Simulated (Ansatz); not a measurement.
Reference: BeSe (F-43m), PBEsol with spin-orbit coupling, rigid bands (plane waves, PAW; Ansatz, an electronic-structure program); axes and stresses refer to this cell.

```
BeSe
1.0
    0.00000     2.56432     2.56432
    2.56432     0.00000     2.56432
    2.56432     2.56432     0.00000
Be Se
1 1
Direct
  0.00000   0.00000   0.00000
  0.25000   0.25000   0.25000
```

The Seebeck coefficient, p-type 1e19 cm⁻³ is 290 μV/K and the Seebeck coefficient, n-type 1e19 cm⁻³ comes out as -271 μV/K. The electron conductivity mass is 0.35 mₑ.

Change: biaxial stress xx = yy = -2 GPa (compression positive). What happens to Seebeck coefficient, p-type 1e19 cm⁻³, Seebeck coefficient, n-type 1e19 cm⁻³, electron conductivity mass?

Seebeck coefficient, p-type 1e19 cm⁻³ shrinks to 239 μV/K; Seebeck coefficient, n-type 1e19 cm⁻³ drops in size to -190 μV/K; electron conductivity mass rises to 0.36 mₑ.

Change: biaxial stress xx = yy = 2 GPa (compression positive). What happens to Seebeck coefficient, p-type 1e19 cm⁻³, Seebeck coefficient, n-type 1e19 cm⁻³, electron conductivity mass?

Seebeck coefficient, p-type 1e19 cm⁻³ shrinks to 250 μV/K; Seebeck coefficient, n-type 1e19 cm⁻³ decreases in size to -238 μV/K; electron conductivity mass moves little, to 0.35 mₑ.

Change: uniaxial stress along [110] of -1 GPa (compression positive). What happens to Seebeck coefficient, p-type 1e19 cm⁻³, Seebeck coefficient, n-type 1e19 cm⁻³, electron conductivity mass?

Seebeck coefficient, p-type 1e19 cm⁻³ moves little, to 282 μV/K; Seebeck coefficient, n-type 1e19 cm⁻³ falls in size to -256 μV/K; electron conductivity mass moves little, to 0.35 mₑ.

Change: uniaxial stress along [111] of -1 GPa (compression positive). What happens to Seebeck coefficient, p-type 1e19 cm⁻³, Seebeck coefficient, n-type 1e19 cm⁻³, electron conductivity mass?

Seebeck coefficient, p-type 1e19 cm⁻³ moves little, to 281 μV/K; Seebeck coefficient, n-type 1e19 cm⁻³ moves little, to -272 μV/K; electron conductivity mass moves little, to 0.35 mₑ.

Change: uniaxial stress along [111] of -2 GPa (compression positive). What happens to Seebeck coefficient, p-type 1e19 cm⁻³, Seebeck coefficient, n-type 1e19 cm⁻³, electron conductivity mass?

Seebeck coefficient, p-type 1e19 cm⁻³ drops to 259 μV/K; Seebeck coefficient, n-type 1e19 cm⁻³ moves little, to -272 μV/K; electron conductivity mass moves little, to 0.35 mₑ.

Change: uniaxial stress along [111] of 1 GPa (compression positive). What happens to Seebeck coefficient, p-type 1e19 cm⁻³, Seebeck coefficient, n-type 1e19 cm⁻³, electron conductivity mass?

Seebeck coefficient, p-type 1e19 cm⁻³ decreases to 279 μV/K; Seebeck coefficient, n-type 1e19 cm⁻³ moves little, to -271 μV/K; electron conductivity mass moves little, to 0.35 mₑ.

Masses are for dilute carriers at 300 K, harmonic means over directions unless an axis is named. Seebeck coefficients are for the stated density at 300 K, with one relaxation time for all states and whether or not that doping can be reached. Stresses and pressures are the targets of the relaxation.  The structure type is held under load, also where the real crystal would transform.
